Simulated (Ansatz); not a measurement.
The starting structures come from a database of crystals and need not be the phases stable at ambient conditions.

Tunnelling through a barrier is set by its complex band structure: the current falls as exp(−2κd) with the smallest κ.

```
CELL_PARAMETERS angstrom
      7.64778     0.00000     0.00000
      0.00000    10.81560     0.00000
      3.82389     5.40780     3.82389
ATOMIC_POSITIONS crystal
  Cs 0.50000 0.75000 0.00000
  Cs 0.50000 0.25000 0.00000
  Pt 0.00000 0.00000 0.00000
  Br 0.46154 0.23077 0.53846
  Br 0.53846 0.76923 0.46154
  Br 0.00000 0.76923 0.46154
  Br 0.00000 0.23077 0.53846
  Br 0.00000 0.23077 0.00000
  Br 0.00000 0.76923 0.00000
```

Space group of this cell: Fm-3m. The cell is taken as given.

Transport runs along the normal of the first two printed cell vectors, the (110) plane of the conventional cell.

The gap is the functional's own. No spin-orbit coupling. Mid-gap values are interpolated on the energy grid.

Task: Compute, with r2SCAN run with Ansatz (a first-principles code), the band gap and the smallest decay constant κ at mid-gap.

Result: Gap 1.60 eV on a 8×8×8 mesh; κ = 0.275 1/Å, at the zone centre.
